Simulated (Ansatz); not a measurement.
The starting structures come from a database of crystals and need not be the phases stable at ambient conditions.

The decay constant κ of evanescent states in the gap governs leakage through a thin film.

Data:

```xyz
14
Lattice="7.7283 0.0000 0.0000 1.4684 7.5875 0.0000 3.1299 -3.7937 3.0089" Properties=species:S:1:pos:R:3 pbc="T T T"
Cd     9.6157     2.3960     1.5045
Cd     7.3093     5.1915     1.5045
Cd     3.4452     5.1915     0.0000
Cd     5.7515     2.3960     0.0000
Si     3.8641     0.0000     1.5045
Si     0.0000     0.0000     0.0000
O     10.2652     0.2288     2.4414
O      5.3050     6.2409     0.5675
O      5.1914    -0.2288     2.4414
O      3.8917     1.3466     0.5675
O      5.9256     3.5650     2.0720
O      7.7559     1.3466     0.9369
O     10.9994     4.0225     2.0720
O      9.1691     6.2409     0.9369
```

Space group of this cell: Fddd. The cell is taken as given; by r2SCAN its mean pressure is -1.1 GPa.

Transport runs along the normal of the first two printed cell vectors.

The gap is the functional's own. No spin-orbit coupling. Mid-gap values are interpolated on the energy grid.

Q: State the band gap and the smallest decay constant κ at mid-gap according to r2SCAN in Ansatz (an electronic-structure program).

A: Gap 2.14 eV on a 10×10×10 mesh; κ = 0.253 1/Å, at the zone centre.
